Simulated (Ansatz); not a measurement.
We consider SnS (F-43m, No. 216, 2 atoms in the cell; start mp-10013; a measured phase of this formula has another space group), described by HSE06+SOC (Ansatz, a first-principles code, plane waves, PAW).

Run with plane-wave cutoff 460 eV, 8×8×8 k mesh, Fermi–Dirac smearing 0.01 eV, PAW data made under PBE.

Cell (relaxed with PBEsol):

```
CELL_PARAMETERS angstrom
      0.00000     3.20936     3.20936
      3.20936     0.00000     3.20936
      3.20936     3.20936     0.00000
ATOMIC_POSITIONS crystal
  Sn 0.00000 0.00000 0.00000
  S  0.25000 0.25000 0.25000
```

### Question
Give the computed band gap, smallest direct gap on the k points sampled and direct gap at Γ.

### Answer

- band gap: 0.31 eV (on the SCF k mesh) (indirect)
- smallest direct gap on the k points sampled: 1.05 eV
- direct gap at Γ: 4.85 eV

Note: cell and atoms aren't relaxed at this level (pressure 1.4 GPa).

Computed values are for the static lattice.

Computing time: around 9 core-minutes (rough).

A start named mp-… is a Materials Project structure, which need not be a measured phase.
